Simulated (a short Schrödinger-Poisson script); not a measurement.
System: MOS inversion layer, Si3N4 on p-type Si(100), at 300 K.

```tsv
layer	material	thickness (nm)	Na (cm⁻³)
1	Si3N4	4.8	-
2	Si	280	2.3e18
```

Constants are typed, rounded textbook-type inputs, not results; the design itself was drawn at random and stands for no fabricated device. Si3N4: permittivity 7.5, conduction-band edge (eV) 1.95, gap (eV) 5.1, electron mass (mₑ) 0.5. Si: permittivity 11.7, conduction-band edge (eV) 0, gap (eV) 1.124, Nv at 300 K (cm⁻³) 3.1e19.

Channel valleys (confinement mass, in-plane density-of-states mass, number): Δ2 0.916, 0.19, 2; Δ4 0.19, 0.417, 4. At the gate the conduction-band edge of layer 1 lies 2.09 eV − eVg above the Fermi level of the channel; the field vanishes at the back. Gaps are held at their typed values at every temperature. Mesh 0.03 nm at interfaces.

From a short Schrödinger-Poisson script (our own, NumPy): 1D Poisson equation in equilibrium, electrons quantum, Hartree (BenDaniel-Duke, 12 states a valley, the channel's in-plane mass for all, wave functions free to enter the dielectric), parabolic valleys, classical holes, full ionisation, no traps, pinning or gate leakage.

At Vg = 2.2 V the centroid of the electrons lies 1.04 nm from the interface.

Estimate the gate capacitance as the dielectric in series with that distance, and compare.

The dielectric alone has 1.38 μF/cm²; in series with 1.04 nm of the channel's permittivity, 1.21 μF/cm²; the run gives 1.23 μF/cm². The estimate leaves out the density-of-states capacitance and the centroid's move with voltage.
